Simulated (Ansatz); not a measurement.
**Response to strain in CdSe**

Base system: CdSe in the wurtzite structure (space group P6_3mc, No. 186).

```
CELL_PARAMETERS angstrom
      4.38279     0.00000     0.00000
     -2.19140     3.79561     0.00000
      0.00000     0.00000     7.15437
ATOMIC_POSITIONS crystal
  Cd 0.33333 0.66667 0.00013
  Cd 0.66667 0.33333 0.50013
  Se 0.33333 0.66667 0.37587
  Se 0.66667 0.33333 0.87587
```

Strains are applied to the cell and any free atomic positions relax.

Level of theory: PBE, PAW, 420 eV (Ansatz, a first-principles code; no spin-orbit coupling).

Notes on the quantities. energy relative to the base: free energy F.

```csv
isotropic strain (%),energy relative to the base (meV/atom)
0,0.0
0.6,1.3
1.2,5.1
1.8,11.3
2.4,?
3,30.0
```

### Question
Fit ΔE = Aε² + Bε³ (ε in %) to the rows shown and predict the withheld row.

### Answer
Least squares on the printed values gives A = 3.71 and B = -0.12 meV/atom (largest residual 0.0 meV/atom); this predicts 19.6 meV/atom, and the run gives 19.6 meV/atom, in agreement.

Stability against distortions was not tested.
